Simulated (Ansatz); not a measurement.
Take TiSi$_{2}$ (space group Fddd, No. 70; a = 4.8062 Å, b = 8.2647 Å, c = 8.5654 Å) as the base.

(Cell as relaxed with PBE.)

Levels (all Ansatz, an electronic-structure program, PAW): PBE (420 eV, scalar-relativistic without spin-orbit coupling); r2SCAN (500 eV, scalar-relativistic without spin-orbit coupling).

Each level relaxes its own structure.

```tsv
base	PBE	r2SCAN
volume per atom	14.18 Å³	13.96 Å³
band gap	zero	zero
```

It is then changed as follows: full substitution Si → Ru; the structure is relaxed again.

| quantity | PBE | r2SCAN |
|---|---|---|
| volume per atom | 14.66 Å³ | 14.40 Å³ |
| band gap | zero | zero |

PBE's volume per atom lies 0.26 Å³ above r2SCAN's (1.8 %); the two agree on the band gap. Neither level is exact; r2SCAN is the comparison here, not a measurement.

Whether these cells are dynamically stable was not tested. As relaxed here, TiRu2 is a hypothetical phase, not in the database extracts checked. All final runs are without spin polarisation.
